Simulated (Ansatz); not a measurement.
The starting structures come from a database of crystals and need not be the phases stable at ambient conditions.

Inside the gap of an insulator the Bloch states are evanescent, with a wavenumber k + iκ along the transport direction.

Here is the system:

```yaml
crystal:
  lattice:
    - [7.30209, 0.00000, 0.00000]
    - [-3.65104, 6.32380, 0.00000]
    - [3.65105, 2.10793, 6.11530]
  atoms:
    - { symbol: Cs, position: [0.24554, 0.12277, 0.63169] }
    - { symbol: Cs, position: [0.75446, 0.87723, 0.36831] }
    - { symbol: Te, position: [0.50000, 0.00000, 0.00000] }
    - { symbol: Te, position: [0.00000, 0.50000, 0.00000] }
    - { symbol: Te, position: [0.50000, 0.50000, 0.00000] }
    - { symbol: Te, position: [0.00000, 0.50000, 0.50000] }
    - { symbol: O, position: [0.24066, 0.81522, 0.94411] }
    - { symbol: O, position: [0.75934, 0.18477, 0.05589] }
    - { symbol: O, position: [0.24066, 0.42544, 0.94411] }
    - { symbol: O, position: [0.75933, 0.57456, 0.05589] }
    - { symbol: O, position: [0.63045, 0.81522, 0.94411] }
    - { symbol: O, position: [0.36955, 0.18477, 0.05589] }
    - { symbol: O, position: [0.73349, 0.57077, 0.69574] }
    - { symbol: O, position: [0.26651, 0.42923, 0.30426] }
    - { symbol: O, position: [0.73349, 0.16272, 0.69574] }
    - { symbol: O, position: [0.26651, 0.83728, 0.30426] }
    - { symbol: O, position: [0.14154, 0.57077, 0.69574] }
    - { symbol: O, position: [0.85846, 0.42923, 0.30426] }
```

The cell is taken as given; by r2SCAN it stands under a pressure of 0.8 GPa.

Transport runs along the normal of the first two printed cell vectors, the (001) plane of the conventional cell.

No gap correction and no spin-orbit coupling; mid-gap is the computed energy nearest the middle.

**Question.** Give the band gap and the smallest decay constant κ at mid-gap that r2SCAN run with Ansatz (an electronic-structure program) yields.

**Answer.** Gap 0.95 eV on a 6×6×6 mesh; κ = 0.081 1/Å, at the zone centre.
